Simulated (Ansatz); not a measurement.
Short convergence ladders for LuHg (P4mm, 2 atoms in the cell)

```yaml
crystal:
  lattice:
    - [3.62808, 0.00000, 0.00000]
    - [0.00000, 3.62808, 0.00000]
    - [0.00000, 0.00000, 3.62808]
  atoms:
    - { symbol: Lu, position: [0.50000, 0.50000, 0.51378] }
    - { symbol: Hg, position: [0.00000, 0.00000, 0.00000] }
```

Base method: LDA (PW92), default PAW files made with PBE (plane waves; Ansatz, an electronic-structure program).

Base settings: basis.ecutwfc = 420 eV; kpoints.mp_grid.grid = 9 9 9; hamiltonian.xc = lda; hamiltonian.pseudopotentials = {kind: paw} (the program's default PAW files); scf.occupations.method = gaussian; scf.occupations.width = 0.1 eV.

The count of work is k-points × plane waves × bands × iterations; it is no time. 

**The cutoff for other potential files**

Level: DFT, LDA (PW92), plane waves, harder PAW files (source: ansatz) made with PBE.

In this ladder: hamiltonian.pseudopotentials = {kind: paw, source: ansatz}.

The second cell is the first with its lattice scaled by 0.98.

The mesh stays at the base's, so the ladder's end is converged at best in this setting alone.

The first pressure column holds Ansatz's estimate of the finite-basis (Pulay) stress, which hides part of the cutoff error; the other is without it.

Only quantities that move along the ladder and can be compared are tabulated.

| basis.ecutwfc | free energy less the last step's (meV/atom) | energy of the compressed cell less the first (meV/atom) | pressure (GPa) | pressure without the Pulay estimate (GPa) | largest difference of a force vector from the last step's (eV/Å) | count of work / last |
|---|---|---|---|---|---|---|
| 310 eV | 32718.78 | -211.88 | -22.21 | -1397.95 | 0.122 | 0.11 |
| 380 eV | 4254.60 | -38.97 | -5.76 | -211.03 | 0.100 | 0.15 |
| 485 eV | 197.39 | -28.23 | -5.34 | -18.65 | 0.002 | 0.22 |
| 585 eV | 6.67 | -27.50 | -5.30 | -5.89 | 0.000 | 0.28 |
| 690 eV | 0.91 | -27.45 | -5.29 | -5.31 | 0.000 | 0.35 |
| 830 eV | 0.56 | -27.44 | -5.29 | -5.29 | 0.000 | 0.46 |
| 1035 eV | 0.28 | -27.45 | -5.29 | -5.29 | 0.000 | 0.67 |
| 1380 eV | 0.00 | -27.45 | -5.29 | -5.29 | 0.000 | 1.0 |

Coarsest basis.ecutwfc that holds the free energy within 2 meV/atom of the last step, with all finer ones: 690 eV, at 0.35 of the last step's count of work; the step before is off by 6.7 meV/atom.

Coarsest basis.ecutwfc that holds the energy of the compressed cell less the first within 0.5 meV/atom of the last step, with all finer ones: 585 eV, at 0.28 of the last step's count of work; the step before is off by 0.78 meV/atom.

Coarsest basis.ecutwfc that holds the pressure without the Pulay estimate within 1 GPa of the last step, with all finer ones: 585 eV, at 0.28 of the last step's count of work; the step before is off by 13 GPa.

The energy difference between the two cells stays within 1 meV/atom of the last step's from 485 eV on, the total only from 690 eV on: much of the error is common to both cells and cancels.

At the lowest cutoff the pressure without the Pulay estimate lies 1390 GPa under the last step's, the usual sign of Pulay stress in an incomplete plane-wave basis.

**The relaxed cell against the cutoff**

On LuHg (Pm-3m, 2 atoms in the cell): atoms on their sites.

In this ladder: relax = cell and atoms.

The mesh stays at the base's, so the ladder's end is converged at best in this setting alone.

Only quantities that move along the ladder and can be compared are tabulated.

```tsv
basis.ecutwfc	relaxed volume (Å³/atom)	relaxation steps
250 eV	22.568	32
295 eV	22.351	15
355 eV	22.274	7
420 eV	22.281	5
505 eV	22.280	5
630 eV	22.279	5
840 eV	22.278	5
```

Coarsest basis.ecutwfc that holds the relaxed volume within 0.111 Å³/atom of the last step, with all finer ones: 295 eV; the step before is off by 0.29 Å³/atom.

At the lowest cutoff the cell relaxes to a volume 1.3 % larger than at the highest. Ansatz relaxes on a stress corrected for the finite basis.

On the base run: the starting cell comes from a database of computed structures (which also holds hypothetical and non-ambient phases and stackings), without a prior relaxation at this level. Its lattice was rescaled by up to half a per cent. One atom was moved a little off its site on purpose.

Left out of this page: 1 run of the series failed or unconverged.

Keys are those of Ansatz 0.2.
